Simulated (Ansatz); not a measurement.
A constructed model of the (110) surface of bcc Nb, a layer of Au in place of the third plane (bottom of the slab: a bare face, its two planes held)

These are PBE (plane waves to 420 eV, PAW; Ansatz, a first-principles code) values and carry that method's errors.

Set-up: 6 atoms, 11.4 Å thick at the start; mesh 14x14x1; 0.1 eV smearing; dipole correction on; 2 atoms held, the rest relaxed; held to the start's symmetry, so lower structures may exist; no spin, no spin-orbit, no U. It is one candidate, not shown to be the stable structure of the face.

```
Quantity                                                       Value
-----------------------------  -------------------------------------
work function of the top face                                4.46 eV
energy released by relaxation                                0.26 eV
cost                           about 7 core-minutes (a rough figure)
```
